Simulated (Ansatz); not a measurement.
**K2S in the anti-fluorite structure (space group Fm-3m, No. 225)**

K$_{2}$S has the cubic space group Fm-3m (No. 225), the anti-fluorite structure, Pearson symbol cF12. Lattice parameters: a = b = c = 7.462 Å, α = β = γ = 90.00°. S on 4a has 8 K at 3.231 Å (cubic). K on 8c sees 4 S at 3.231 Å (tetrahedral). (Neighbours: up to the widest gap in distance over summed covalent radii, below 1.35, at either atom; cation-cation and far metal-metal contacts left out.)
(The calculation used a cell of 3 atoms; values per cell refer to that cell.)

Calculations: plane-wave PAW DFT at the PBE level (Ansatz, a first-principles code, 420 eV), without spin-orbit coupling. Γ-centred 8×8×8 mesh, Fermi–Dirac width 0.05 eV.

| Quantity | Result |
|---|---|
| Volume per atom | 34.63 Å³ |
| Density | 1.76 g/cm³ |
| Band gap | 2.32 eV, indirect, X → Γ |
| Electron mass | 0.36 mₑ |
| Lowest conduction-band minima above the VBM | Γ 2.32 eV; X along ⟨100⟩ 3.50 eV |
| Total energy | -1326.953 eV/atom (σ→0; compares only within this code and set-up) |

Effective masses come from finite differences of ±0.01 Å⁻¹. No phonon test of stability was made.
